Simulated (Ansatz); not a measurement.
The starting structures come from a database of crystals and need not be the phases stable at ambient conditions.

 Where the default PAW files enter, the runs use the earlier of Ansatz's two default sets.

**Evanescent states of K2H6Pt (Fm-3m, not sure to be the ambient phase, 9 atoms a cell, 14.9 Å³ an atom) along the normal of (110)**

Method: r2SCAN (plane waves, PAW; Ansatz, a program for electronic structure).

No gap correction and no spin-orbit coupling; mid-gap values are interpolated between computed energies.

Energies count from the valence-band top; κ is the least over a 6×4 mesh across the current.

```json
[
 {"E (eV)": "0.10", "κ (1/Å)": "0.166", "where": "off Γ"},
 {"E (eV)": "0.32", "κ (1/Å)": "0.265", "where": "off Γ"},
 {"E (eV)": "0.53", "κ (1/Å)": "0.315", "where": "Γ"},
 {"E (eV)": "0.73", "κ (1/Å)": "0.344", "where": "Γ"},
 {"E (eV)": "0.94", "κ (1/Å)": "0.364", "where": "Γ"},
 {"E (eV)": "1.16", "κ (1/Å)": "0.380", "where": "Γ"},
 {"E (eV)": "1.36", "κ (1/Å)": "0.390", "where": "Γ"},
 {"E (eV)": "1.57", "κ (1/Å)": "0.398", "where": "Γ"},
 {"E (eV)": "1.78", "κ (1/Å)": "0.402", "where": "Γ"},
 {"E (eV)": "2.00", "κ (1/Å)": "0.403", "where": "Γ"},
 {"E (eV)": "2.21", "κ (1/Å)": "0.401", "where": "Γ"},
 {"E (eV)": "2.42", "κ (1/Å)": "0.397", "where": "Γ"},
 {"E (eV)": "2.62", "κ (1/Å)": "0.389", "where": "Γ"},
 {"E (eV)": "2.83", "κ (1/Å)": "0.379", "where": "Γ"},
 {"E (eV)": "3.04", "κ (1/Å)": "0.365", "where": "Γ"},
 {"E (eV)": "3.25", "κ (1/Å)": "0.346", "where": "Γ"},
 {"E (eV)": "3.46", "κ (1/Å)": "0.323", "where": "Γ"},
 {"E (eV)": "3.67", "κ (1/Å)": "0.292", "where": "Γ"},
 {"E (eV)": "3.88", "κ (1/Å)": "0.250", "where": "off Γ"},
 {"E (eV)": "4.09", "κ (1/Å)": "0.190", "where": "off Γ"},
 {"E (eV)": "4.30", "κ (1/Å)": "0.089", "where": "off Γ"}
]
```

Question: How thick must the barrier be to attenuate the transmission by 10^4 when the electrodes' Fermi level lies at 1.36 eV, and what attenuation does that film give at 2.83 eV?

Answer: d = 4 ln 10 / (2 × 0.390) = 11.8 Å. At 2.83 eV it gives 4 × 0.379/0.390 = 3.9 decades.
